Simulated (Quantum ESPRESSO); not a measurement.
**Equation of state of bcc Ta (space group 229): energy against volume (Quantum ESPRESSO, PBE)**

```xyz
1
Lattice="-1.6207 1.6207 1.6207 1.6207 -1.6207 1.6207 1.6207 1.6207 -1.6207" Properties=species:S:1:pos:R:3 pbc="T T T"
Ta     0.0000     0.0000     0.0000
```

Computed with PBE, PSlibrary PAW (PBE) pseudopotentials (plane waves; Quantum ESPRESSO). Settings: ecutwfc = 65 Ry; ecutrho = 390 Ry; occupations = smearing; smearing = fd; degauss = 0.0036749 Ry; potentials = {Ta: Ta.pbe-spn-kjpaw_psl.1.0.0.UPF}; K_POINTS = automatic 25 25 25 0 0 0; conv_thr = 1e-10 Ry; mixing_beta = 0.7. The cell above is the first row's. The rows scale it uniformly. In all rows the k mesh is held. E is the free energy at the stated smearing, counted from the lowest row.

```csv
V (Å^3/atom),E (meV/atom)
17.027,?
17.397,22.59
17.767,6.26
18.137,0.00
18.508,2.91
18.878,14.21
19.248,33.18
19.618,59.16
19.988,91.48
```

Fit E against V with the third-order Birch-Murnaghan form, a cubic in V^(-2/3), and predict the withheld value at V = 17.027.

With u = V^(-2/3) - 0.142, the rows have u = 0.006942, 0.004867, 0.002863, 0.000920, -0.000953, -0.002767, -0.004523, -0.006225. Least squares gives E = 7.420 - 5994.21·u + 1193175·u² - 2146991·u³. Residuals (row less fit): -0.001, -0.002, 0.012, -0.004, -0.008, -0.007, 0.020, -0.008; standard error 0.014 (degrees of freedom: 4). Its minimum lies at u = 0.002529, so V0 = (0.144529)^(-3/2) = 18.20. There d²E/du² = 2354000 and d³E/du³ = -1.288e7, so B0 = (4/9) × 18.20^(-7/3) × 2354000 × 0.160218 = 192 GPa (the last factor turns the table's units into GPa), and B0' = 4 + (2/3) × 0.144529 × (-1.288e7)/2354000 = 3.5. The program's pressures in the fitted runs (not shown) pass through zero at V = 18.17, 0.14 % from this V0. At the withheld row, u = 0.009092, so E = 7.420 - 5994.21 × 0.009092 + 1193175 × 0.009092² - 2146991 × 0.009092³ = 49.940 meV/atom. The calculation gives 50.00 meV/atom, 0.060 meV/atom above the prediction (0.1 % of the range of E in the table). The row lies outside the fitted rows, so this is an extrapolation. From the scatter of the fitted rows alone, a prediction at this place has a standard error of 0.040 meV/atom, so the miss is 1.5 times that.

Carrying the step between the two nearest rows on in a straight line would have given 38.92, off by 11.08; series whose last step already gives the withheld value aren't shown. The scan was laid around a cell of about the measured size, scaled by a guess for this functional. Spin polarisation is off. Spin-orbit coupling is off. Cutoffs and mesh are single choices, not tested for convergence of this quantity. Series with a scatter that would blur these digits, or in which a gap closes, are not shown. Nor are scans whose minimum lies at an end fitted in this form.
